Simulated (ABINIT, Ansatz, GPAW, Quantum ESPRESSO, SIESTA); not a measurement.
## W (Im-3m, 1 atom in the cell) computed with different codes at matched settings

Self-consistent single point.

```xyz
1
Lattice="-1.5777 1.5777 1.5777 1.5777 -1.5777 1.5777 1.5777 1.5777 -1.5777" Properties=species:S:1:pos:R:3 pbc="T T T"
W      0.0000     0.0000     0.0000
```

All programs got the same cell, k-point mesh and kind of occupations (in Ansatz's words: kpoints.mp_grid.grid = 19 19 19; scf.occupations.method = gaussian; scf.occupations.width = 0.272 eV); potentials, basis and cutoffs are each program's usual ones.

| code | model | pressure (GPa) | k-points | cutoff |
|---|---|---|---|---|
| Ansatz | PBE, default PAW files | 8.44 | 220 | 420 eV |
| Quantum ESPRESSO | PBE, SSSP 1.1.2 efficiency (PBE) pseudopotentials | 5.14 | 220 | 40 Ry |
| GPAW | PBE, GPAW PAW datasets PBE (gpaw-data 1.0.1) | 8.24 | 220 | 550 eV |
| ABINIT | PBE, norm-conserving pseudopotentials (PseudoDojo nc-sr-05 PBE standard) | 8.56 | 220 | 37 Ha |
| SIESTA | GGA PBE, numerical atomic orbitals DZP, PseudoDojo PBE standard norm-conserving potentials (rewritten from UPF to PSML) | 8.00 | 3430 | grid 400 Ry |

The spread over the programs that give each value: pressure within 3.42 GPa.

The starting cell comes from a database of computed structures (which also holds hypothetical and non-ambient phases and stackings), without a prior relaxation at this level. Its lattice was rescaled by a random factor within 2.5 % of one. On Ansatz's run: Spin-orbit coupling is off. Spin polarisation is off. In the base run, with a pressure of about 9 GPa the cell is away from its equilibrium volume at this level.

Question: Why do the programs differ, and what cannot be compared?

Answer: Differences of this kind can come from the potentials, where these differ, and from what each basis and cutoff leave unconverged. The zero of total energies and Fermi levels follows the potentials and each program's conventions, so they are not compared here. SIESTA uses small atom-centred bases, whose incompleteness enters pressures, forces and empty levels differently from a plane-wave cutoff. Ansatz's pressure is given at a fixed set of plane waves, as the other plane-wave codes print theirs; with its correction for the finite basis it is 8.52 GPa. The programs reduce the same mesh by symmetry to different extents, which changes the work and not the result. In the pressure, Quantum ESPRESSO (by 3.20) lies more than 1 GPa from the median of the plane-wave programs.

Left out of this page: Elk and FLEUR (not drawn, or without a comparable value).

Ansatz is a first-principles code.

Keys are those of Ansatz 0.2.
